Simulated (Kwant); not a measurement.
Computed with Kwant: Hückel tight-binding model, one pz orbital an atom, one spin, coherent transport at 0 K. Conductance is in e²/h.

Device: π system c1ccc2nc3ccccc3nc2c1 between two chain leads. The π system is taken as planar. Atoms are numbered from 0 in the order of the SMILES. Site energies (eV, carbon 0): [0.0, 0.0, 0.0, 0.0, -1.5, 0.0, 0.0, 0.0, 0.0, 0.0, 0.0, -1.5, 0.0, 0.0]. Bonds (i, j, β in eV): (0,1,-3) (1,2,-3) (2,3,-3) (3,4,-3) (4,5,-3) (5,6,-3) (6,7,-3) (7,8,-3) (8,9,-3) (9,10,-3) (10,11,-3) (11,12,-3) (12,13,-3) (13,0,-3) (12,3,-3) (10,5,-3). Leads: chains of hopping −4.5 eV, joined by −0.6 eV to atoms 0 and 9.

Site energies and bond integrals are typed Hückel values.

Sweep values stay those of the base run.

One input was changed, with this effect: transmission at E = 0 0.00032 → 0.0020.

Problem. Which change was it?
(A) contacts moved from atoms [0, 9] to [2, 6]
(B) contacts moved from atoms [0, 9] to [0, 8]
(C) contacts moved from atoms [0, 9] to [0, 13]
(D) contacts moved from atoms [0, 9] to [0, 7]
(E) contacts moved from atoms [0, 9] to [0, 6]
(F) contacts moved from atoms [0, 9] to [0, 2]

Solution. C, contacts moved from atoms [0, 9] to [0, 13]
